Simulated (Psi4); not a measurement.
Psi4 1.11, BP86/def2-svp: Cd(Br)2 ([Br][Cd][Br]), 3 atoms. The geometry is a generated start, not checked to be a minimum at this level.

```yaml
task: energy
method: bp86
basis: def2-svp
memory: 3 GB
maxiter: 100
keys_of_the_molecule_block: symmetry c1
scf_type: df (default)
e_convergence: 1e-06 (default)
d_convergence: 1e-06 (default)
dft_radial_points: 75 (default)
dft_spherical_points: 302 (default)
effective_core_potentials: those of the basis set, past Kr
basis_functions: 95
grid_points: 63496
```

```xyz
3

Cd     0.8403     0.0130    -0.2226
Br    -0.7673     1.6045    -1.1112
Br    -0.0730    -1.6175     1.3339
```

Charge 0 and multiplicity 1 are set for this test and not shown to be the ground state.

With the defaults (diis = true, scf_initial_accelerator = adiis, damping_percentage = 0, soscf = false, soscf_start_convergence = 0.01, guess = auto, which took SAD, level_shift = 0, level_shift_cutoff = 0.01, diis_max_vecs = 10) it converges in 10 SCF iterations. One run each on 2 threads, with these changes:
- soscf = true
- damping_percentage = 20
- diis_max_vecs = 3
- diis = false, scf_initial_accelerator = none, damping_percentage = 60
- guess = gwh
- diis_max_vecs = 6
- soscf = true, soscf_start_convergence = 0.1
- scf_initial_accelerator = ediis
- level_shift = 0.1, level_shift_cutoff = 0.001

Q: Name the settings that don't reach the solution of the defaults.

A: No convergence: diis = false, scf_initial_accelerator = none, damping_percentage = 60 (the run ends without SCF convergence in 100 iterations). The rest reach the solution of the defaults.

```json
[
 {"setting": "soscf = true", "SCF iterations": "7", "JK calls": "23", "end": "same solution"},
 {"setting": "soscf = true, soscf_start_convergence = 0.1", "SCF iterations": "9", "JK calls": "40", "end": "same solution"},
 {"setting": "the defaults", "SCF iterations": "10", "JK calls": "11", "end": "same solution"},
 {"setting": "level_shift = 0.1, level_shift_cutoff = 0.001", "SCF iterations": "10", "JK calls": "11", "end": "same solution"},
 {"setting": "diis_max_vecs = 6", "SCF iterations": "10", "JK calls": "11", "end": "same solution"},
 {"setting": "scf_initial_accelerator = ediis", "SCF iterations": "10", "JK calls": "11", "end": "same solution"},
 {"setting": "guess = gwh", "SCF iterations": "16", "JK calls": "16", "end": "same solution"},
 {"setting": "diis_max_vecs = 3", "SCF iterations": "21", "JK calls": "22", "end": "same solution"},
 {"setting": "damping_percentage = 20", "SCF iterations": "23", "JK calls": "24", "end": "same solution"},
 {"setting": "diis = false, scf_initial_accelerator = none, damping_percentage = 60", "SCF iterations": "100", "JK calls": "101", "end": "no convergence"}
]
```

An SOSCF iteration holds several JK calls; a Hückel guess adds calls on atoms.
